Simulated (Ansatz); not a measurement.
Computed with PBE (plane waves to 420 eV, PAW; Ansatz, a program for electronic structure).

Plane-averaged electrostatic potential energy along the normal, in eV from the Fermi level, for a constructed model of the (111) surface of fcc Pd, a pseudomorphic layer of Mn in the host's stacking (bottom of the slab: a bare face, its two planes held):

(z (Å), V (eV)): (3.61, 5.22); (3.89, 5.22); (4.17, 5.22); (4.44, 5.22); (4.72, 5.21); (5.00, 5.21); (5.28, 5.19); (5.56, 5.17); (5.83, 5.11); (6.11, 4.98); (6.39, 4.72); (6.67, 4.15); (6.94, 2.91); (7.22, -0.15); (7.50, -6.68); (7.78, -13.68); (8.06, -17.78); (8.33, -15.55); (8.61, -9.08); (8.89, -2.20); (9.17, 1.13); (9.44, 0.08); (9.72, -5.54); (10.00, -12.60); (10.28, -17.52); (10.56, -16.62); (10.83, -10.73); (11.11, -3.71); (11.39, 0.63); (11.67, 0.41); (11.94, -4.42); (12.22, -11.48); (12.50, -17.02); (12.78, -17.24); (13.06, -11.93); (13.33, -4.87); (13.61, 0.27); (13.89, 0.81); (14.17, -3.11); (14.44, -10.09); (14.72, -16.22); (15.00, -17.71); (15.28, -13.19); (15.56, -6.20); (15.83, -0.29); (16.11, 1.11); (16.39, -1.70); (16.67, -8.39); (16.94, -15.02); (17.22, -17.94); (17.50, -14.56); (17.78, -7.80); (18.06, -1.26); (18.33, 1.26); (18.61, 0.00); (18.89, -5.64); (19.17, -12.68); (19.44, -17.62); (19.72, -16.82); (20.00, -11.08); (20.28, -4.33); (20.56, -0.56); (20.83, -1.84); (21.11, -7.59); (21.39, -13.46); (21.67, -15.74); (21.94, -13.86); (22.22, -8.28); (22.50, -2.09); (22.78, 1.03); (23.06, 2.52); (23.33, 3.32); (23.61, 3.74); (23.89, 3.96); (24.17, 4.07); (24.44, 4.13); (24.72, 4.16); (25.00, 4.17); (25.28, 4.18); (25.56, 4.18); (25.83, 4.19); (26.11, 4.19)

Model: 7-atom slab, 13.8 Å thick at the start, 15x15x1 mesh, Fermi-Dirac 0.1 eV, dipole correction, 2 atoms held, the rest relaxed; held to the start's symmetry, so lower structures may exist; spin-polarised, ending with about 4.4 μB a cell; orders that need a larger cell were not tried, no spin-orbit, no U. It is one candidate, not shown to be the stable structure of the face.

**Question.** The surface cell has an area of 6.73 Å². What dipole along the normal does the step between the two vacuum levels imply?

**Answer.** the top vacuum level lies 1.03 eV below the bottom one; p = −ε₀ A ΔV (ε₀ = 0.005526 e/(V·Å)) gives 0.04 e·Å a cell.
